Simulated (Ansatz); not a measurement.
Band structure of Mo₂N (R-3m, 3 atoms in the cell).

```yaml
crystal:
  lattice:
    - [1.41485, 0.81686, 4.91206]
    - [-1.41485, 0.81686, 4.91206]
    - [0.00000, -1.63372, 4.91206]
  atoms:
    - { symbol: Mo, position: [0.24289, 0.24289, 0.24289] }
    - { symbol: Mo, position: [0.75711, 0.75711, 0.75711] }
    - { symbol: N, position: [0.00000, 0.00000, 0.00000] }
```

Computed with PBEsol, PAW files made with PBE (plane waves; Ansatz, an electronic-structure program).

Settings: basis.ecutwfc = 420 eV; kpoints.mp_grid.grid = 11 11 11; hamiltonian.xc = pbesol; hamiltonian.pseudopotentials = {kind: paw} (an earlier, softer set of the program's PAW files); scf.occupations.method = fermi_dirac; scf.occupations.width = 0.1 eV; kpoints.band_path.path = [[0.0, 0.0, 0.0], [0.5, 0.0, 0.0], [0.5, 0.18510317, -0.18510317]]; kpoints.band_path.npoints = 8.

The starting cell comes from a database of computed structures (which also holds hypothetical and non-ambient phases and stackings), without a prior relaxation at this level. Its lattice was rescaled by a random factor within 2.5 % of one. Spin polarisation is off; with an odd number of electrons in the cell that forces a metal, and a magnetic state may lie lower.

Levels in eV from the Fermi level, bands 14 to 20:
```tsv
point	14	15	16	17	18	19	20
Γ	-1.89	-1.59	-1.59	-0.47	0.52	0.52	1.03
L	-3.21	-1.34	-1.08	-0.45	2.98	3.18	3.26
B1	-2.84	-2.25	-0.48	0.46	2.30	2.30	2.91
```

Bands cross the Fermi level along this path, so the cell is metallic at this level.

Keys are those of Ansatz 0.2.
